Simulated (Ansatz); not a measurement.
BAs under load (space group I-4m2): band-edge transport data

Consider the following.

```xyz
2
Lattice="0.0000 2.3779 2.4145 2.3779 0.0000 2.4145 2.3779 2.3779 0.0000" Properties=species:S:1:pos:R:3 pbc="T T T"
B      0.0000     0.0000     0.0000
As     1.1890     1.1890     1.2073
```

The numbers are results of r2SCAN with spin-orbit coupling, rigid bands (plane waves, PAW; Ansatz, a quantum-chemistry and plane-wave program), not measurements. Condition of this run: uniaxial stress along [001] of -3.2 GPa (compression positive) (the target of the relaxation). Cell: cell and atoms relaxed with PBEsol, then loaded as said.

```yaml
band_gap: 1.18 eV
electron conductivity mass (300 K, dilute): 0.36 (x), 0.36 (y), 0.22 (z) mₑ
hole conductivity mass (300 K, dilute): 0.33 (x), 0.33 (y), 0.28 (z) mₑ
effective density of states N_c (300 K): 2.3e19 cm⁻³
effective density of states N_v (300 K): 4.3e18 cm⁻³
density_of_states_mass_electrons: 0.93 mₑ
density_of_states_mass_holes: 0.31 mₑ
Seebeck coefficient, n-type 1e19 cm⁻³, 300 K: -286 μV/K
best n-type power factor at 300 K for τ = 10 fs (best axis; densities from 1e16 to 1e21 cm⁻³ tried, whether or not they can be reached): 16.2 μW/(cm·K²) at 1e20 cm⁻³
Seebeck coefficient, p-type 1e19 cm⁻³, 300 K: 211 μV/K
best p-type power factor at 300 K for τ = 10 fs (best axis; densities from 1e16 to 1e21 cm⁻³ tried, whether or not they can be reached): 7.5 μW/(cm·K²) at 3e20 cm⁻³
```

Rigid bands; masses and Seebeck coefficients take one relaxation time τ for all states and one kind of carrier; polarons and phonon drag are left out. Geometry: cell and atoms relaxed with PBEsol.
